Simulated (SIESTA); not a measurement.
Input and output of a self-consistent single point for Ba₂Tc₂O₅ (P4/mmm, 9 atoms in the cell) (SIESTA)

Method: GGA PBEsol, numerical atomic orbitals DZP, PseudoDojo PBEsol standard norm-conserving potentials (rewritten from UPF to PSML) (SIESTA).

The input file:

```
# files in the folder: Ba.psml Tc.psml O.psml (PseudoDojo PBEsol standard)
SystemName  Ba2Tc2O5
SystemLabel siesta

NumberOfAtoms                9
NumberOfSpecies              3
%block ChemicalSpeciesLabel
  1 56 Ba
  2 43 Tc
  3 8 O
%endblock ChemicalSpeciesLabel
LatticeConstant              3.973740 Ang
%block LatticeVectors
     1.000000000    0.000000000    0.000000000
     0.000000000    1.000000000    0.000000000
     0.000000000    0.000000000    2.148240700
%endblock LatticeVectors
AtomicCoordinatesFormat      Bohr
%block AtomicCoordinatesAndAtomicSpecies
     0.000000000    0.000000000    0.000000000  1
     0.000000000    0.000000000    8.065870775  1
     3.754640145    3.754640145    3.892750553  2
     3.754640145    3.754640145   12.238990996  2
     3.754640145    0.000000000    3.807091006  3
     3.754640145    0.000000000   12.324650544  3
     0.000000000    3.754640145    3.807091006  3
     0.000000000    3.754640145   12.324650544  3
     3.754640145    3.754640145    8.065870775  3
%endblock AtomicCoordinatesAndAtomicSpecies

XC.functional                GGA
XC.authors                   PBEsol
PAO.BasisSize                DZP
PAO.EnergyShift              0.005 Ry
MeshCutoff                   400 Ry
%block kgrid.MonkhorstPack
    7   0   0  0.0
    0   7   0  0.0
    0   0   3  0.0
%endblock kgrid.MonkhorstPack
OccupationFunction           FD
ElectronicTemperature        580.23 K

MaxSCFIterations             150
SCF.Mixer.Method             Broyden
SCF.Mixer.Weight             0.2
SCF.Mixer.History            8
SCF.DM.Tolerance             1.0E-04
Diag.ParallelOverK           true
WriteForces                  true
Charge.Mulliken              end
```

The program printed (abridged):

```
reinit: Reading from file input.fdf

reinit: System Name: Ba2Tc2O5
reinit: System Label: siesta

coor:   Atomic-coordinates input format  =     Cartesian coordinates
coor:                                            (in Bohr units)

siesta: Atomic coordinates (Bohr) and species
siesta:      0.00000   0.00000   0.00000  1        1
siesta:      0.00000   0.00000   8.06587  1        2
siesta:      3.75464   3.75464   3.89275  2        3
siesta:      3.75464   3.75464  12.23899  2        4
siesta:      3.75464   0.00000   3.80709  3        5
siesta:      3.75464   0.00000  12.32465  3        6
siesta:      0.00000   3.75464   3.80709  3        7
siesta:      0.00000   3.75464  12.32465  3        8
siesta:      3.75464   3.75464   8.06587  3        9

siesta: System type = bulk

initatomlists: Number of atoms, orbitals, and projectors:      9   121   137

siesta: ******************** Simulation parameters ****************************
redata: Spin configuration                          = none
redata: Time-Reversal Symmetry                      = T
redata: Number of Atomic Species                    =        3
redata: Mesh Cutoff                                 =   400.0000 Ry
redata: Net charge of the system                    =     0.0000 |e|
redata: Min. number of SCF Iter                     =        0
redata: Max. number of SCF Iter                     =      150
redata: SCF convergence failure will abort job
redata: SCF mix quantity                            = Hamiltonian
redata: Mix DM or H after convergence               =   F
redata: Recompute H after scf cycle                 =   F
redata: Mix DM in first SCF step                    =   T
redata: No kicks to SCF
redata: DM Mixing Weight for Kicks                  =     0.5000
redata: Require Harris convergence for SCF          =   F
redata: Harris energy tolerance for SCF             =     0.000100 eV
   [... lines left out ...]
diag: Parallel distribution                         =     1 x     1
diag: Used triangular part                          = Lower
diag: Absolute tolerance                            =  0.100E-15
diag: Orthogonalization factor                      =  0.100E-05
diag: Memory factor                                 =  1.0000

superc: Internal auxiliary supercell:     5 x     5 x     3  =      75
superc: Number of atoms, orbitals, and projectors:    675   9075  10275

                        Single-point calculation

superc: Internal auxiliary supercell:     5 x     5 x     3  =      75
superc: Number of atoms, orbitals, and projectors:    675   9075  10275

outcell: Unit cell vectors (Ang):
        3.973740    0.000000    0.000000
        0.000000    3.973740    0.000000
        0.000000    0.000000    8.536550

outcell: Cell vector modules (Ang)   :    3.973740    3.973740    8.536550
outcell: Cell angles (23,13,12) (deg):     90.0000     90.0000     90.0000
outcell: Cell volume (Ang**3)        :    134.7973
new_DM -- step:     1
Initializing Density Matrix...

Attempting to read DM from file... Failed...
DM filled with atomic data:

InitMesh: MESH = 48 x 48 x 108 = 248832
InitMesh: Mesh cutoff (required, used) =   400.000   403.260 Ry

stepf: Fermi-Dirac step function
        iscf     Eharris(eV)        E_KS(eV)     FreeEng(eV)     dDmax    Ef(eV) dHmax(eV)
   scf:    1    -8301.901796    -8367.240877    -8367.285150  1.313751 -5.355339 12.154293
   scf:    2    -8388.752323    -8381.846320    -8381.884820  0.360815 -6.084582  2.693355
   scf:    3    -8382.543887    -8382.468384    -8382.506235  0.205625 -6.083421  1.259452
   scf:    4    -8382.459664    -8382.521065    -8382.559144  0.167586 -5.834442  1.011665
   scf:    5    -8382.597863    -8382.570583    -8382.608203  0.052210 -5.832024  0.259768
   scf:    6    -8382.575608    -8382.575631    -8382.613056  0.024759 -5.830801  0.143776
   [... 2 lines left out ...]
   scf:    9    -8382.576678    -8382.577271    -8382.614805  0.006406 -5.816643  0.053357
   scf:   10    -8382.577353    -8382.577375    -8382.614931  0.002408 -5.811720  0.012623
   scf:   11    -8382.577320    -8382.577349    -8382.614937  0.000500 -5.810722  0.002450
   scf:   12    -8382.577347    -8382.577348    -8382.614937  0.000095 -5.810548  0.001092
   scf:   13    -8382.577350    -8382.577349    -8382.614937  0.000044 -5.810434  0.000691
SCF Convergence by DM+H criterion
max |DM_out - DM_in|         :     0.0000443069
max |H_out - H_in|      (eV) :     0.0006914612
SCF cycle converged after 13 iterations

Using DM_out to compute the final energy and forces

siesta: E_KS(eV) =            -8382.5773

siesta: E_KS - E_eggbox =     -8382.5773

siesta: Atomic forces (eV/Ang):
     1   -0.000000   -0.000000    0.000000
     2   -0.000000   -0.000000   -0.000000
     3    0.000000    0.000000    0.754163
     4    0.000000    0.000000   -0.754164
     5   -0.000000   -0.000000   -0.133589
     6   -0.000000   -0.000000    0.133588
     7   -0.000000   -0.000000   -0.133589
     8   -0.000000   -0.000000    0.133588
     9    0.000000    0.000000    0.000001
   Tot    0.000000    0.000000   -0.000000
   Max    0.754164
   Res    0.211600    sqrt( Sum f_i^2 / 3N )
   Max    0.754164    constrained

Stress tensor Voigt[x,y,z,yz,xz,xy] (kbar):       20.39       20.39       62.10        0.00        0.00       -0.00
(Free)E + p*V (eV/cell)    -8385.5002
Target enthalpy (eV/cell)    -8382.6149

siesta: Program's energy decomposition (eV):
siesta: Ebs     =     -1837.077224
siesta: Eions   =     13809.471328
siesta: Ena     =      3274.488387
siesta: Ekin    =      3331.382529
siesta: Enl     =       419.211895
siesta: Eso     =         0.000000
siesta: Edftu   =         0.000000
siesta: DEna    =        50.002809
siesta: DUscf   =         2.921714
siesta: DUext   =         0.000000
siesta: Ex      =     -1522.465079
siesta: Ec      =      -128.648275
siesta: Exc     =     -1651.113354
siesta: Eharris =     -8382.577350
siesta: Etot    =     -8382.577349
siesta: FreeEng =     -8382.614937

siesta: Atomic forces (eV/Ang):
siesta:      1   -0.000000   -0.000000    0.000000
siesta:      2   -0.000000   -0.000000   -0.000000
siesta:      3    0.000000    0.000000    0.754163
siesta:      4    0.000000    0.000000   -0.754164
siesta:      5   -0.000000   -0.000000   -0.133589
siesta:      6   -0.000000   -0.000000    0.133588
siesta:      7   -0.000000   -0.000000   -0.133589
siesta:      8   -0.000000   -0.000000    0.133588
   [... lines left out ...]
siesta: Cell volume =        134.797328 Ang**3
siesta:         -34.29412456        -25.86857625  kBar
   [... lines left out ...]
   4 14.888   1.944   0.902  -0.168   1.981   1.988   1.981   0.271   0.392
              0.271   1.183   1.435   0.941   1.435   0.493  -0.049  -0.133

              0.036  -0.133   0.114

Species: O
Atom  Qatom  Qorb
               2s      2s      2py     2pz     2px     2py     2pz     2px
               3Pdxy   3Pdyz   3Pdz2   3Pdxz   3Pdx2-y2
   5  6.702   1.815  -0.023   1.506   1.993   2.071  -0.026  -0.339  -0.347
              0.015   0.019   0.006   0.004   0.007
   6  6.702   1.815  -0.023   1.506   1.993   2.071  -0.026  -0.339  -0.347
              0.015   0.019   0.006   0.004   0.007
   7  6.702   1.815  -0.023   2.071   1.993   1.506  -0.347  -0.339  -0.026
              0.015   0.004   0.006   0.019   0.007
   8  6.702   1.815  -0.023   2.071   1.993   1.506  -0.347  -0.339  -0.026
              0.015   0.004   0.006   0.019   0.007
   9  6.799   1.840  -0.026   2.244   1.470   2.244  -0.452  -0.105  -0.452
              0.003   0.008   0.013   0.008   0.002

mulliken: Qtot =       80.000

Mulliken Atomic Populations:
Atom #   charge [q] valence [e]  Species
     1     1.743190    8.256810  Ba
     2     1.639479    8.360521  Ba
     3     0.111668   14.888332  Tc
     4     0.111669   14.888331  Tc
     5    -0.701689    6.701689  O
     6    -0.701689    6.701689  O
     7    -0.701689    6.701689  O
     8    -0.701689    6.701689  O
     9    -0.799253    6.799253  O
 Total     0.000000
```

The run converged in 13 iterations.

The starting cell comes from a database of computed structures (which also holds hypothetical and non-ambient phases and stackings), without a prior relaxation at this level. Spin polarisation is off. Values carry the incompleteness of an atom-centred basis. With a pressure of about -3 GPa the cell is away from its equilibrium volume at this level.

Cost on one core of a shared machine: roughly 90 s.
